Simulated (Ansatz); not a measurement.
Take MoS₂ (space group P6_3/mmc, No. 194; a = 3.1090 Å, c = 11.7090 Å; layered, stacked along the Cartesian z axis) as the base.

Level of theory: DFT with PBEsol-D3(BJ), PAW potentials and a 420 eV plane-wave cutoff in Ansatz (a program for electronic structure), no SOC.

It is then changed as follows: an isotropic linear strain of −1.80 %, atoms relaxed at fixed cell.

Task: What happens to the energy relative to the base?

Result: The energy grows by 14 meV/atom.

Task: Predict the new largest internal atomic displacement.

Result: The largest internal atomic displacement is 0.043 Å.

Stability against distortions was not tested.
